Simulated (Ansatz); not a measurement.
# Effect of isotropic strain −1.50 % on Ga2O3

Take Ga₂O₃ in the corundum structure (space group R-3c, No. 167; a = 5.058 Å, c = 13.623 Å (hexagonal axes)) as the base.

It is then changed as follows: an isotropic linear strain of −1.50 %; the atoms relax in the strained cell.

The values are results of plane-wave PAW DFT at the PBE level (Ansatz, a first-principles code, 420 eV), spin-orbit coupling left out, not measurements. k-mesh 8×8×8 (Γ-centred); smearing 0.05 eV (Fermi–Dirac).

* **Energy relative to the base (free energy F)**: +13 meV/atom
* **Pressure (mean of the normal stresses, compression positive)**: 10.08 GPa (base 0.01 GPa)
* **Band gap**: 2.88 eV (base 2.40 eV)
* **Gap character**: indirect, Γ–S₀ (50 % along) → Γ (base indirect, Γ–S₀ (50 % along) → Γ)
* **Smallest direct gap**: 3.13 eV (base 2.63 eV)
* **Mean gap deformation potential ΔEg/Δln V**: -10.5 eV
* **Width of the top valence band**: 0.45 eV (base 0.43 eV)
* **Electron mass**: 0.23 mₑ (at Γ) (base 0.21 mₑ (at Γ))

Masses are band curvatures over ±0.01 Å⁻¹ around the edge. No phonon test of stability was made.
